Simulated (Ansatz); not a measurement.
The parent structure is Gd in the hcp (Mg type) structure (space group P6_3/mmc, No. 194; a = 3.569 Å, c = 5.701 Å; ferromagnetic; relaxed with 0.1 eV smearing). Axes: x lies along a and z along c of the hexagonal cell.

The values are results of Kohn–Sham DFT with the PBEsol functional, run in Ansatz (a program for electronic structure) with PAW and 420 eV plane waves, no spin-orbit coupling, not measurements.

Strains are applied to the cell and any free atomic positions relax; under stress the whole cell relaxes.

One change was made to it. Results:

```csv
quantity,base,after
energy relative to the base (free energy F),0 meV/atom,+0.4 meV/atom
magnetic state,ferromagnetic,ferromagnetic
```

Question: Name the change that was made.
A) tensor shear ε_yz = +2.39 %
B) uniaxial stress, 0.5 GPa tension along x
C) uniaxial strain ε_zz = +3.15 %
D) uniaxial strain ε_xx = −4.58 %

Answer: B, uniaxial stress, 0.5 GPa tension along x. For comparison, the energy relative to the base in the other runs: tensor shear ε_yz = +2.39 % gives +4.8 meV/atom; uniaxial strain ε_xx = −4.58 % gives +14 meV/atom; uniaxial strain ε_zz = +3.15 % gives +6.7 meV/atom.

The magnetic state is the one reached from the starting moments; the real material's order can differ, and small cells can't hold many antiferromagnetic ones. The state of the 4f shell was not checked for lower solutions. Stability under load was not tested beyond the relaxation.
